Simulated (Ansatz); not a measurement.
Base system: GaN in the rock salt structure (space group Fm-3m, No. 225).

```
GaN
1.0
    0.00000     2.10973     2.10973
    2.10973     0.00000     2.10973
    2.10973     2.10973     0.00000
Ga N
1 1
Direct
  0.00000   0.00000   0.00000
  0.50000   0.50000   0.50000
```

All numbers come from PBEsol (Ansatz, a quantum-chemistry and plane-wave program; PAW; 420 eV plane waves; spin-orbit coupling left out).

One change was made to it. Results:

```csv
quantity,base,after
band gap,0.54 eV,0.67 eV
smallest direct gap,2.80 eV,3.07 eV
volume per atom,9.39 Å³,9.20 Å³
```

Which of these changes matches the shifts?
A. pressure 0.7 GPa
B. pressure −1 GPa
C. pressure 0.3 GPa
D. pressure 1.5 GPa
E. pressure 5 GPa

E, pressure 5 GPa. For comparison, the band gap in the other runs: pressure −1 GPa gives 0.51 eV; pressure 1.5 GPa gives 0.58 eV; pressure 0.3 GPa gives 0.55 eV; pressure 0.7 GPa gives 0.56 eV.

Load acts through the strain it causes; cell and atoms are relaxed under it. Stability against distortions was not tested. No other phases were tried under pressure. This is not the structure that GaN has at room temperature and ambient pressure.
